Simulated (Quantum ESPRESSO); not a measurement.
Worked example: self-consistent single point of LaB6 (Pm-3m, 7 atoms in the cell) in Quantum ESPRESSO.

Computed with PBEsol, GBRV 1.5 ultrasoft (PBESOL) pseudopotentials (plane waves; Quantum ESPRESSO).

```
CELL_PARAMETERS angstrom
      4.16216     0.00000     0.00000
      0.00000     4.16216     0.00000
      0.00000     0.00000     4.16216
ATOMIC_POSITIONS crystal
  La 0.00000 0.00000 0.00000
  B  0.80012 0.50000 0.50000
  B  0.19988 0.50000 0.50000
  B  0.50000 0.80012 0.50000
  B  0.50000 0.19988 0.50000
  B  0.50000 0.50000 0.80012
  B  0.50000 0.50000 0.19988
```

Reference input (self-consistent single point, DFT, PBE, plane waves, GBRV 1.5 ultrasoft (PBE) pseudopotentials): ecutwfc = 40 Ry; ecutrho = 200 Ry; occupations = smearing; smearing = fermi-dirac; degauss = 0.0036749 Ry; potentials = {La: la_pbe_v1.uspp.F.UPF, B: b_pbe_v1.4.uspp.F.UPF}; K_POINTS = automatic 11 11 11 0 0 0; conv_thr = 1e-10 Ry; mixing_beta = 0.4. This run's input differs from it in these lines:

```diff
@@ -23,4 +23,4 @@
 ATOMIC_SPECIES
-La   138.9055  la_pbe_v1.uspp.F.UPF
-B     10.8100  b_pbe_v1.4.uspp.F.UPF
+La   138.9055  la_pbesol_v1.uspp.F.UPF
+B     10.8100  b_pbesol_v1.4.uspp.F.UPF
 ATOMIC_POSITIONS {alat}
```

Output, abridged:

```
     Self-consistent Calculation

     iteration #  1     ecut=    40.00 Ry     beta= 0.40

     negative rho (up, down):  7.520E-02 0.000E+00

     total energy              =    -140.46438921 Ry
     estimated scf accuracy    <       0.84263341 Ry

     iteration #  2     ecut=    40.00 Ry     beta= 0.40

     negative rho (up, down):  6.171E-02 0.000E+00

     total energy              =    -140.61346558 Ry
     estimated scf accuracy    <       0.02821712 Ry

     iteration #  3     ecut=    40.00 Ry     beta= 0.40

     negative rho (up, down):  4.834E-02 0.000E+00

     total energy              =    -140.61759464 Ry
     estimated scf accuracy    <       0.00786164 Ry

   [... 9 blocks of this kind left out ...]

     iteration # 13     ecut=    40.00 Ry     beta= 0.40

     negative rho (up, down):  4.895E-02 0.000E+00

     total energy              =    -140.62052158 Ry
     estimated scf accuracy    <          4.2E-10 Ry

     iteration # 14     ecut=    40.00 Ry     beta= 0.40

     negative rho (up, down):  4.895E-02 0.000E+00
     End of self-consistent calculation

     the Fermi energy is    12.1046 ev

!    total energy              =    -140.62052158 Ry
     estimated scf accuracy    <          5.4E-12 Ry
     smearing contrib. (-TS)   =      -0.00040841 Ry
     internal energy E=F+TS    =    -140.62011317 Ry

     convergence has been achieved in  14 iterations

     negative rho (up, down):  4.895E-02 0.000E+00

     Forces acting on atoms (cartesian axes, Ry/au):

     atom    1 type  1   force =     0.00000000    0.00000000    0.00000000
     atom    2 type  2   force =    -0.00039394    0.00000000    0.00000000
     atom    3 type  2   force =     0.00039394    0.00000000    0.00000000
     atom    4 type  2   force =     0.00000000   -0.00039394    0.00000000
     atom    5 type  2   force =     0.00000000    0.00039394    0.00000000
   [... lines left out ...]
     Total force =     0.000965     Total SCF correction =     0.000002
   [... lines left out ...]

     negative rho (up, down):  4.895E-02 0.000E+00
          total   stress  (Ry/bohr**3)                   (kbar)     P=      -38.66
  -0.00026280   0.00000000   0.00000000          -38.66        0.00        0.00
   0.00000000  -0.00026280   0.00000000            0.00      -38.66        0.00
   0.00000000   0.00000000  -0.00026280            0.00        0.00      -38.66

   JOB DONE.
```

The run converged in 14 iterations. Against the reference run the pressure goes from -1.14 to -3.87 GPa and the largest force goes from 0.000 to 0.010 eV/Å. The full log also holds: “c_bands:  2 eigenvalues not converged”.

The starting cell comes from a database of computed structures (which also holds hypothetical and non-ambient phases and stackings), without a prior relaxation at this level. Its lattice was rescaled by a random factor within 2.5 % of one. With a pressure of about -4 GPa the cell is away from its equilibrium volume at this level.

Cost on one core of a shared machine: roughly 90 s.
